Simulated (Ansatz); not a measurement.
KF (Pm-3m, No. 221, 2 atoms in the cell; start mp-8454; another space group than a measured phase of this formula) was calculated with r²SCAN0 (Ansatz, a quantum-chemistry and plane-wave program, plane waves, PAW).

Run with plane-wave cutoff 520 eV, 8×8×8 k mesh, Fermi–Dirac smearing 0.01 eV, scalar-relativistic PAW data made under PBE.

The cell is the one relaxed with PBEsol. Conventional cell: a = 3.1760 Å, b = 3.1760 Å, c = 3.1760 Å, α = 90.00°, β = 90.00°, γ = 90.00°.

```xyz
2
Lattice="3.1760 0.0000 0.0000 0.0000 3.1760 0.0000 0.0000 0.0000 3.1760" Properties=species:S:1:pos:R:3 pbc="T T T"
K      0.0000     0.0000     0.0000
F      1.5880     1.5880     1.5880
```

Task: List the 8 lowest band energies at Γ above −25 eV (eV, relative to the valence band maximum), grouping those that round alike.

Result: At Γ: -21.26, -9.93 (×3), -0.02 (×3), 10.29.

Note: the run warned that its exchange threshold was loose for the stress; cell and atoms aren't relaxed at this level (pressure -0.5 GPa).

A start named mp-… is a Materials Project structure, which need not be a measured phase.
